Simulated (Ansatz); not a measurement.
Consider HgSe in the zinc blende structure (space group F-43m, No. 216; a = 6.063 Å). Axes: x, y, z lie along the cube axes.

Level of theory: LDA (Ansatz, a program for electronic structure, PAW, without spin-orbit coupling).

Strains are applied to the cell and any free atomic positions relax; under biaxial strain the out-of-plane vector relaxes too.

One change was made to it. Results:

| quantity | base | after |
|---|---|---|
| pressure (mean of the normal stresses, compression positive) | 0.0 GPa | 0.8 GPa |
| energy relative to the base (free energy F) | 0 meV/atom | +6.5 meV/atom |
| shortest interatomic distance | 2.625 Å | 2.614 Å |
| band gap | zero | zero |

Which of these changes matches the shifts?
A) biaxial strain +2.50 %, plane normal [001], relaxed out of plane
B) biaxial strain +1.00 %, plane normal [001], relaxed out of plane
C) biaxial strain −3.00 %, plane normal [001], relaxed out of plane
D) biaxial strain −1.00 %, plane normal [001], relaxed out of plane

C, biaxial strain −3.00 %, plane normal [001], relaxed out of plane. For comparison, the energy relative to the base in the other runs: biaxial strain +1.00 %, plane normal [001], relaxed out of plane gives +0.7 meV/atom; biaxial strain −1.00 %, plane normal [001], relaxed out of plane gives +0.7 meV/atom; biaxial strain +2.50 %, plane normal [001], relaxed out of plane gives +4.1 meV/atom.

The mesh was chosen for an insulator and is coarse for the gapless case. Spin-orbit coupling, missing from the scalar runs, can matter with Hg. Whether these cells are dynamically stable was not tested. All final runs are without spin polarisation. Gaps under 0.05 eV, about the width of the smearing, are given as zero. The zero or small gap of HgSe can change with the level of theory.
